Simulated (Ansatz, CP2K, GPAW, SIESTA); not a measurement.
Code comparison for the (001) slab of Y (cut from a parent of space group no. 194; 4 atoms in the cell)

Self-consistent single point.

```xyz
4
Lattice="3.6375 0.0000 0.0000 -1.8188 3.1502 0.0000 0.0000 0.0000 24.7385" Properties=species:S:1:pos:R:3 pbc="T T T"
Y      0.0000     0.0000    16.7385
Y      0.0000     0.0000    10.9128
Y      0.0000     2.1001     8.0000
Y      1.8188     1.0501    13.8257
```

Shared settings, as Ansatz (a quantum-chemistry and plane-wave program) writes them: kpoints.mp_grid.grid = 10 10 1; scf.occupations.method = gaussian; scf.occupations.width = 0.2 eV. Potentials and cutoffs stand in the table.

| code | model | largest force (eV/Å) | cutoff |
|---|---|---|---|
| GPAW | LDA (Perdew-Wang 92), GPAW PAW datasets LDA (gpaw-data 1.0.1) | 0.529 | 600 eV |
| Ansatz | LDA (PW92), default PAW files made with PBE | 0.527 | 420 eV |
| SIESTA | LDA PW92, numerical atomic orbitals DZP, PseudoDojo LDA standard norm-conserving potentials (rewritten from UPF to PSML) | 0.546 | grid 400 Ry |
| CP2K | LDA (Pade form), GPW, DZVP-MOLOPT-PBE-GTH basis, GTH-PBE potentials (POTENTIAL_UZH) | 0.468 | grid 500 Ry |

Size of the force on each atom (eV/Å): Sizes of forces hide their directions.

```
code       Y1     Y2     Y3     Y4
------  -----  -----  -----  -----
GPAW    0.529  0.233  0.496  0.266
Ansatz  0.527  0.234  0.495  0.265
SIESTA  0.546  0.245  0.511  0.280
CP2K    0.468  0.234  0.443  0.259
```

On Ansatz's run: the two faces of this cut differ, and no dipole correction was used.

The spread over the programs that give each value: largest force within 0.078 eV/Å.

SIESTA and CP2K use small atom-centred bases, whose incompleteness enters pressures, forces and empty levels differently from a plane-wave cutoff.

The starting cell was generated: these elements placed on a structure prototype, without a prior relaxation; it need not be a known phase or ordering of this composition. The slab is cut from that crystal, and its faces are unrelaxed. Its lattice was rescaled in the plane by a random factor within 2.5 % of one.

Keys are those of Ansatz 0.2.
